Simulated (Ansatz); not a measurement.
Consider CdSe in the zinc blende structure (space group F-43m, No. 216; a = 6.1333 Å).

The values are results of Kohn–Sham DFT with the r2SCAN functional, run in Ansatz (a quantum-chemistry and plane-wave program) with PAW and 500 eV plane waves, without spin-orbit coupling, earlier PAW set, not measurements.

Base values:

```
Item        Result
--------  --------
Pressure  0.01 GPa
```

The change: the cell is scaled by 0.9862 in all directions, atoms relaxed at fixed cell.

Question: How does this affect the energy relative to the base and pressure?

Answer: The energy increases by 8.4 meV/atom; the pressure grows by 2.365 GPa, from 0.01 GPa to 2.37 GPa.

The cells carry an imposed strain or load. Stability against distortions was not tested.
